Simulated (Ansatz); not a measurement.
For cubic perovskite BaZrO3, PBE-D4 in Ansatz (PAW) gives:

| Item | Result |
|---|---|
| equilibrium lattice constant a | 4.207 Å |
| enthalpy of formation | -3.403 eV/atom |

Q: What does r²SCAN+rVV10 (PAW; Ansatz, a program for electronic structure) give for the same quantities?

A: 
- lattice constant a: 4.193 Å (shrinks by 0.3 %)
- formation enthalpy: -3.670 eV/atom (moves by -0.267 eV/atom)

For comparison: lattice constant a 4.191 Å (measured, temperature not stated, no zero-point or thermal correction; as tabulated in Evaestov et al. (2010), arXiv:1010.1170); formation enthalpy -3.689 eV/atom (measured, 298 K, not corrected to a static lattice, our sources range from -3.689 to -3.667; as tabulated in Friedrich et al. (2018), arXiv:1811.08952).

Changes are worked out from the printed values.

Unless a cell is named, each level is at its own relaxed cell (PBE-D4 14.89, r²SCAN+rVV10 14.75 Å³/atom).

Caveats: a distance lies near a switch of the dispersion term, which can move the cell (PBE-D4). Ansatz's density-functional and Hartree–Fock values are scalar-relativistic unless marked +SOC, with PAW data made under PBE.
